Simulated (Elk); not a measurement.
## A self-consistent single point of Mg₂Zn (Cmcm, 6 atoms in the cell) with Elk

Level of theory: PBEsol, all-electron FP-LAPW, Elk's shipped species files, APW+lo basis with extra local orbitals (Elk).

Input:

```
tasks
  0

xctype
  22

rgkmax
  8.0

gmaxvr
  14.0

nxlo
  2

lorbcnd
  .true.

lmaxi
  3

stype
  0

swidth
  0.00999582

scale
  1.889726125

avec
    4.7534200000   -2.5112550000    0.0000000000
    4.7534200000    2.5112550000    0.0000000000
    0.0000000000    0.0000000000    4.7387400000

atoms
  2   : nspecies
  'Mg.in'   : spfname
  4   : natoms; atposl, bfcmt below
  0.3511300000  0.9592100000  0.7500000000    0.0 0.0 0.0
  0.6488700000  0.0407900000  0.2500000000    0.0 0.0 0.0
  0.9592100000  0.3511300000  0.2500000000    0.0 0.0 0.0
  0.0407900000  0.6488700000  0.7500000000    0.0 0.0 0.0
  'Zn.in'   : spfname
  2   : natoms; atposl, bfcmt below
  0.6754600000  0.3245400000  0.7500000000    0.0 0.0 0.0
  0.3245400000  0.6754600000  0.2500000000    0.0 0.0 0.0

ngridk
  5 5 5
```

The program printed (abridged):

```
│ Elk code version 10.2.4 │

All units are atomic (Hartree, Bohr, etc.)

│ Ground-state run starting from atomic densities │

Lattice vectors :
   8.982661957      -4.745584180       0.000000000
   8.982661957       4.745584180       0.000000000
   0.000000000       0.000000000       8.954920778

Unit cell volume      :    763.4603404
Brillouin zone volume :   0.3249025527

Muffin-tin inner radius fraction :   0.1000000000E-01

Nuclei treated as point charges

Species :    1 (Mg)
 parameters loaded from : Mg.in
 name : magnesium
 nuclear charge    :   -12.00000000
 electronic charge :    12.00000000
 atomic mass :    44305.30462
 muffin-tin radius :    2.200000000
 number of radial points in muffin-tin :    397
 atomic positions (lattice), magnetic fields (Cartesian) :
   1 :  -0.14887000 -0.04079000  0.25000000    0.00000000  0.00000000  0.00000000
   2 :   0.14887000  0.04079000 -0.25000000    0.00000000  0.00000000  0.00000000
   3 :   0.45921000  0.35113000 -0.25000000    0.00000000  0.00000000  0.00000000
   4 :  -0.45921000 -0.35113000  0.25000000    0.00000000  0.00000000  0.00000000

Species :    2 (Zn)
 parameters loaded from : Zn.in
 name : zinc
 nuclear charge    :   -30.00000000
 electronic charge :    30.00000000
 atomic mass :    119233.3129
 muffin-tin radius :    2.400000000
 number of radial points in muffin-tin :    497
 atomic positions (lattice), magnetic fields (Cartesian) :
   1 :   0.17546000  0.32454000  0.25000000    0.00000000  0.00000000  0.00000000
   2 :  -0.17546000 -0.32454000 -0.25000000    0.00000000  0.00000000  0.00000000

Total number of atoms per unit cell :    6

Spin treatment :
 spin-unpolarised

Number of Bravais lattice symmetries :    8
Number of crystal symmetries         :    8
Crystal has inversion symmetry
Real symmetric eigensolver will be used

k-point grid :      5     5     5
k-point offset :    0.000000000       0.000000000       0.000000000
k-point set is reduced with full crystal symmetry group
Total number of k-points :       27

Muffin-tin radius times maximum |G+k| :    8.000000000
 using average radius
Maximum |G+k| for APW functions       :    3.529411765
Maximum (1/2)|G+k|²                   :    6.228373702
Maximum |G| for potential and density :    14.00000000
 potential will be trimmed for |G| > 2 gkmax
Constant for pseudocharge density :    8
Radial integration step length :    4

G-vector grid sizes :     48    48    40
Number of G-vectors :    35367

Maximum angular momentum used for
 APW functions                      :    8
 outer part of muffin-tin           :    6
 inner part of muffin-tin           :    3

Total nuclear charge    :   -108.0000000
Total core charge       :    32.00000000
Total valence charge    :    76.00000000
Total excess charge     :    0.000000000
Total electronic charge :    108.0000000

Effective Wigner radius, rₛ :    1.190578509

Number of empty states         :   24
Total number of valence states :   62
Total number of core states    :   32

Conduction state local-orbitals added automatically
Total number of local-orbitals :  440

Exchange-correlation functional :     22     0     0
 PBEsol, Phys. Rev. Lett. 100, 136406 (2008)
 gradient requirement :    1
 generalised gradient approximation (GGA)

Smearing type :    0
 Gaussian
Smearing width :   0.9995820000E-02
Effective electronic temperature (K) :    3156.430308

Mixing type :    3
 Broyden mixing, J. Phys. A: Math. Gen. 17, L317 (1984)

Kohn-Sham potential initialised from atomic data

│ Self-consistent loop started │
│ Loop number : 1 │
 total energy                :     -4380.64231795
│ Loop number : 2 │
 total energy                :     -4381.10127002
RMS change in Kohn-Sham potential (target) :   0.6187323172     (  0.1000000000E-05)
Absolute change in total energy (target)   :   0.4589520700     (  0.1000000000E-03)
│ Loop number : 3 │
 total energy                :     -4380.03681552
RMS change in Kohn-Sham potential (target) :   0.5908982097     (  0.1000000000E-05)
Absolute change in total energy (target)   :   0.9497164862     (  0.1000000000E-03)
│ Loop number : 4 │
 total energy                :     -4385.68754057
RMS change in Kohn-Sham potential (target) :   0.2405480384     (  0.1000000000E-05)
Absolute change in total energy (target)   :    5.413295934     (  0.1000000000E-03)
│ Loop number : 5 │
 total energy                :     -4387.88368332
RMS change in Kohn-Sham potential (target) :   0.7147866412E-01 (  0.1000000000E-05)
Absolute change in total energy (target)   :    3.549466731     (  0.1000000000E-03)
│ Loop number : 6 │
 total energy                :     -4388.83328500
RMS change in Kohn-Sham potential (target) :   0.1697773255E-01 (  0.1000000000E-05)
Absolute change in total energy (target)   :    1.836968364     (  0.1000000000E-03)
│ Loop number : 7 │
 total energy                :     -4389.15821357
RMS change in Kohn-Sham potential (target) :   0.1204338804E-02 (  0.1000000000E-05)
Absolute change in total energy (target)   :   0.7841706581     (  0.1000000000E-03)
│ Loop number : 8 │
 total energy                :     -4389.19713768
RMS change in Kohn-Sham potential (target) :   0.5510865086E-03 (  0.1000000000E-05)
Absolute change in total energy (target)   :   0.2349667817     (  0.1000000000E-03)
│ Loop number : 9 │
 total energy                :     -4389.18913150
RMS change in Kohn-Sham potential (target) :   0.1577826680E-03 (  0.1000000000E-05)
Absolute change in total energy (target)   :   0.5073551596E-01 (  0.1000000000E-03)
│ Loop number : 10 │
 total energy                :     -4389.20169468
RMS change in Kohn-Sham potential (target) :   0.2704045884E-04 (  0.1000000000E-05)
Absolute change in total energy (target)   :   0.2524705092E-01 (  0.1000000000E-03)
│ Loop number : 11 │
 total energy                :     -4389.20059650
RMS change in Kohn-Sham potential (target) :   0.1027199594E-04 (  0.1000000000E-05)
Absolute change in total energy (target)   :   0.5213585514E-02 (  0.1000000000E-03)
│ Loop number : 12 │
 total energy                :     -4389.20009616
RMS change in Kohn-Sham potential (target) :   0.2221736504E-05 (  0.1000000000E-05)
Absolute change in total energy (target)   :   0.8030604486E-03 (  0.1000000000E-03)
│ Loop number : 13 │
 total energy                :     -4389.19990687
RMS change in Kohn-Sham potential (target) :   0.7271710497E-06 (  0.1000000000E-05)
Absolute change in total energy (target)   :   0.1147429884E-04 (  0.1000000000E-03)
Convergence targets achieved

│ Loop number : 14 │

Energies :
 Fermi                       :     0.172089462281
 sum of eigenvalues          :     -2479.60596436
 electron kinetic            :      4454.88878113
 core electron kinetic       :      3766.34674302
 Coulomb                     :     -8639.45061091
 Coulomb potential           :     -6666.81565368
 nuclear-nuclear             :     -515.041308257
 electron-nuclear            :     -9582.00295162
 Hartree                     :      1457.59364897
 Madelung                    :     -5306.04278407
 xc potential                :     -267.679091810
 exchange                    :     -199.306921499
 correlation                 :     -5.33115456586
 total energy                :     -4389.19990584

Density of states at Fermi energy :    66.43514383
 (states/Hartree/unit cell)

Estimated indirect band gap :   0.1477506510E-02
 from k-point      5 to k-point     19
Estimated direct band gap   :   0.5615424741E-02
 at k-point      1

Charges :
 core                        :    32.00000000
 valence                     :    76.00000000
 interstitial                :    8.180822893
 muffin-tins (core leakage)
  species :    1 (Mg)
   atom    1                 :    10.50227868     (  0.2220446049E-15)
   atom    2                 :    10.50227868     (  0.2220446049E-15)
   atom    3                 :    10.50227868     (  0.2220446049E-15)
   atom    4                 :    10.50227868     (  0.2220446049E-15)
  species :    2 (Zn)
   atom    1                 :    28.90503118     (  0.8223845038E-04)
   atom    2                 :    28.90503118     (  0.8223845038E-04)
 total in muffin-tins        :    99.81917711
 total calculated charge     :    107.9590598
 total charge                :    108.0000000
 error                       :   0.4094020643E-01

│ Self-consistent loop stopped │
```

The run converged in 14 iterations. The count includes the last loop, which Elk runs after its targets are met.

The starting cell comes from a database of computed structures (which also holds hypothetical and non-ambient phases and stackings), without a prior relaxation at this level. Values depend on the basis (sphere radii, cutoffs, local orbitals), which need not be converged. The log's line on a gap gives a spacing of levels on this mesh, which the program prints for metals too.

Cost on one core of a shared machine: roughly 2 min.
